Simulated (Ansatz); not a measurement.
Take YN in the rock salt structure (space group Fm-3m, No. 225; a = 4.896 Å) as the base. Axes: x, y, z lie along the cube axes.

Level of theory: Ansatz (a first-principles code) r2SCAN, no spin-orbit coupling.

Strains are applied to the cell and any free atomic positions relax; under biaxial strain the out-of-plane vector relaxes too.

One change was made to it. Results:

```json
[
 {"quantity": "energy relative to the base (free energy F)", "base": "0 meV/atom", "after": "+20 meV/atom"},
 {"quantity": "valley order (the lowest conduction-band minima on the path, energy above the VBM, named in the base's zone)", "base": "X along ⟨100⟩ 0.58 eV", "after": "X along [001] 0.47 eV; X along [100] 0.58 eV"},
 {"quantity": "electron mass", "base": "1.3 mₑ along k, 0.15 mₑ across (at X)", "after": "1.2 mₑ along k, 0.16 mₑ across (at X)"},
 {"quantity": "valence-band top at Γ (three highest levels, from the VBM)", "base": "0.00, 0.00, 0.00 eV", "after": "0.00, -0.15, -0.15 eV"}
]
```

**Question.** Which of these changes matches the shifts?
A) biaxial strain +2.50 %, plane normal [001], relaxed out of plane
B) biaxial strain +1.00 %, plane normal [001], relaxed out of plane
C) biaxial strain +2.00 %, plane normal [001], relaxed out of plane
D) biaxial strain +0.50 %, plane normal [001], relaxed out of plane

**Answer.** A, biaxial strain +2.50 %, plane normal [001], relaxed out of plane. For comparison, the valley order in the other runs: biaxial strain +1.00 %, plane normal [001], relaxed out of plane gives X along [001] 0.53 eV; X along [100] 0.58 eV; biaxial strain +2.00 %, plane normal [001], relaxed out of plane gives X along [001] 0.49 eV; X along [100] 0.58 eV; biaxial strain +0.50 %, plane normal [001], relaxed out of plane gives X along [001] 0.56 eV; X along [100] 0.58 eV.

The levels and masses belong to the bands next to the band gap. Masses are band curvatures over ±0.01 Å⁻¹ around the edge. Along k means along the line from Γ to the band edge. Stability against distortions was not tested.
